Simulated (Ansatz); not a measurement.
The starting structures come from a database of crystals and need not be the phases stable at ambient conditions.

 Where the default PAW files enter, the runs use the earlier of Ansatz's two default sets.

Inside the gap of an insulator the Bloch states are evanescent, with a wavenumber k + iκ along the transport direction.

Here is the system:

```xyz
14
Lattice="5.6991 0.0000 0.0000 -1.8997 5.3732 0.0000 1.8997 2.6866 4.7483" Properties=species:S:1:pos:R:3 pbc="T T T"
Hf    -0.4749     4.3657     0.5935
Hf     1.4248     5.0374     2.9677
Hf     2.3746     2.3508     1.7806
Hf     4.2744     7.0523     4.1548
Hf     5.2242     1.3433     1.1871
Hf     4.2744     4.0299     3.5612
N      4.0533     1.7024     3.0088
N      5.0032     5.9983     2.3741
N      2.1536     3.0457     4.1136
N      3.9875     2.6866     0.0000
N      0.2539     3.3117     2.3741
N      3.1035     0.3591     0.6347
N      1.1380     2.6866     0.0000
N      3.1035     4.3890     1.7395
```

Space group of this cell: Fdd2. The cell is strained (lengths across the current scaled by 0.98, ions clamped); by r2SCAN its mean pressure is 10.4 GPa.

Transport runs along the normal of the first two printed cell vectors.

The gap is the functional's own. No spin-orbit coupling. Mid-gap values are interpolated on the energy grid.

**Question.** Predict the band gap and the smallest decay constant κ at mid-gap from r2SCAN run with Ansatz (an electronic-structure program).

**Answer.** Gap 1.28 eV on a 6×6×6 mesh; κ = 0.210 1/Å, at the zone centre.
